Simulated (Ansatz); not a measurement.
Cells marked so need not be the phases stable at ambient conditions, and some may be hypothetical.

The gap is the functional's own, uncorrected, and κ follows it; spin-orbit coupling is left out. Mid-gap values are interpolated between the computed energies.

A. Al₂HgS₄ (I-4, not sure to be the ambient phase, 7 atoms a cell, 22.8 Å³ an atom), along the normal of (100)
B. K2PdCl4 (P4/mmm, not sure to be the ambient phase, 7 atoms a cell, 29.1 Å³ an atom), along the normal of (111)
C. Al₅C₃N (P6_3mc, not sure to be the ambient phase, 18 atoms a cell, 11.5 Å³ an atom, -3 GPa at this level), along the normal of (101)

Rank these by mid-gap decay constant of the slowest evanescent state (lowest first), as Ansatz (a first-principles code) with PBEsol gives it.

C (0.14 1/Å), A (0.17 1/Å), B (0.46 1/Å)
